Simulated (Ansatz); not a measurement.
# Effort and miss along a sweep of basis.ecutwfc: HfMn6Ge6 (P6/mmm, 13 atoms in the cell)

Cell: a = 5.0912 Å, b = 5.0912 Å, c = 8.1381 Å, α = 90.00°, β = 90.00°, γ = 120.00°.

Method of the run: PBEsol, default PAW files made with PBE (plane waves; Ansatz, a first-principles code).

Base settings: basis.ecutwfc = 420 eV; kpoints.mp_grid.grid = 7 7 4; hamiltonian.xc = pbesol; hamiltonian.pseudopotentials = {kind: paw} (the program's default PAW files); magnetization.spin_polarized = true; scf.occupations.method = gaussian; scf.occupations.width = 0.1 eV.

Misses are taken against the tightest run, 735 eV, which need not be fully converged itself. The energy is the free energy per atom.

The count of work is k-points × plane waves × bands × iterations; it is no time, and leaves out set-up, grids and terms that scale otherwise. Core times come from one kind of shared machine and are given to one figure; runs under 30 s give none.

Ansatz's pressure holds its estimate of the finite-basis (Pulay) stress, which hides part of the cutoff error; the uncorrected pressure shows it.

The starting cell comes from a database of computed structures (which also holds hypothetical and non-ambient phases and stackings), without a prior relaxation at this level. The magnetic order is the one reached from the typed start; others were not searched systematically. The program warned that a starting moment was not kept. In the base run, with a pressure of about -6 GPa the cell is away from its equilibrium volume at this level. Ansatz's pressure includes its estimate of the finite-basis (Pulay) stress.

The runs (basis.ecutwfc): 170 eV | 210 eV | 250 eV | 295 eV | 335 eV | 380 eV | 420 eV | 485 eV | 545 eV | 630 eV | 735 eV.

Problem. Which is the coarsest setting among those run that, with all tighter ones, holds the energy within 5 meV/atom of the reference, and what does it save?

Solution. 380 eV, off by 2.9 meV/atom; it needs 0.34 of the reference's count of work and about 0.4 of the reference's time.

Problem. Which is the coarsest setting among those run that, with all tighter ones, holds the energy within 0.5 meV/atom of the reference, and what does it save?

Solution. 545 eV, off by 0.36 meV/atom; its saving against the reference is no more than about a factor of 2 in the count of work.

Problem. What does the step from 295 eV to 630 eV buy?

Solution. It takes the miss in the energy from 190 to 0.17 meV/atom, for 3.6 times the count of work and roughly 3 times the time.

```csv
basis.ecutwfc,energy less reference (meV/atom),pressure less reference (GPa),largest difference in the force on any atom (eV/Å),uncorrected pressure less reference (GPa),count of work / reference,core time / reference (rough)
170 eV,24284.32,-22.64,0.488,-1081.41,0.11,0.2
210 eV,6141.96,0.31,0.193,-349.27,0.13,0.3
250 eV,1351.45,3.32,0.075,-100.30,0.19,0.3
295 eV,188.07,1.19,0.030,-19.07,0.22,0.3
335 eV,24.29,0.17,0.003,-3.16,0.29,0.4
380 eV,2.89,0.02,0.001,-0.24,0.34,0.4
420 eV,1.56,0.00,0.000,-0.03,0.43,0.5
485 eV,0.74,0.00,0.000,-0.03,0.53,0.6
545 eV,0.36,0.00,0.000,-0.01,0.64,0.7
630 eV,0.17,0.00,0.000,0.00,0.80,0.9
735 eV,0.00,0.00,0.000,0.00,1.0,1
```

Keys are those of Ansatz 0.2.
